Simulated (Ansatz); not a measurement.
Ge3N4 (P6₃/m, No. 176; cell taken from a computed entry): properties by level of theory

```tsv
level (code)	lattice constant a (Å)	lattice parameter c (Å)
LDA (Ansatz)	7.992	3.060
PBE (Ansatz)	8.130	3.114
PBEsol (Ansatz)	8.057	3.085
PBE-D3(BJ) (Ansatz)	8.083	3.098
PBE-D4 (Ansatz)	8.072	3.095
```

Caveats: the relaxation could not lower the start's symmetry, so the cell can be a saddle point above a distorted one (LDA, PBE, PBEsol, PBE-D3(BJ), PBE-D4). Ansatz's density-functional and Hartree–Fock values are scalar-relativistic unless marked +SOC, with PAW data made under PBE.

Computed values are for the static lattice.

Ansatz is a quantum-chemistry and plane-wave program.
